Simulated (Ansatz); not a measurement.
## TiC: alloy series

Take TiC in the rock salt structure (space group Fm-3m, No. 225; a = 4.328 Å) as the base.

The other end (x = 1) is TiGe in the rock salt structure (space group Fm-3m, No. 225; a hypothetical phase, not in the database extracts checked): 17.32 Å³/atom, gap zero; this end may not be an ambient phase.

Ge replaces a fraction x of C; each row is one arrangement (x, atoms in the cell, starting space group or random), fully relaxed.

Calculations: r2SCAN/PAW in Ansatz (an electronic-structure program), no SOC.

```tsv
Ge fraction x	volume per atom (Å³/atom)
0	10.132
0.333 (P-3m1, 6 atoms)	12.348
0.5 (R-3m, 4 atoms)	13.430
0.5 (P4/nmm, 8 atoms)	13.677
0.75 (C2/m, 8 atoms)	?
1	17.318
```

Q: Fit V(x) = (1 − x) V(0) + x V(1) − b x(1 − x) with the ends held (b = 0 is Vegard's rule) to the rows shown and predict the withheld row.

A: Least squares on the printed values gives b = 0.72 Å³/atom, against 15.522 Å³/atom from the straight line alone (largest residual 0.131 Å³/atom); this predicts 15.387 Å³/atom, and the run gives 14.701 Å³/atom, 0.686 lower.

Each cell is one ordered arrangement of few atoms, which overstates ordering effects compared with a random alloy. Whether these cells are dynamically stable was not tested. The final runs are not spin-polarised. Under x(Ge) = 0.333, 6 atoms, P-3m1, x(Ge) = 0.5, 4 atoms, R-3m and x(Ge) = 0.75, 8 atoms, C2/m the cell changed shape so far that it is another structure.
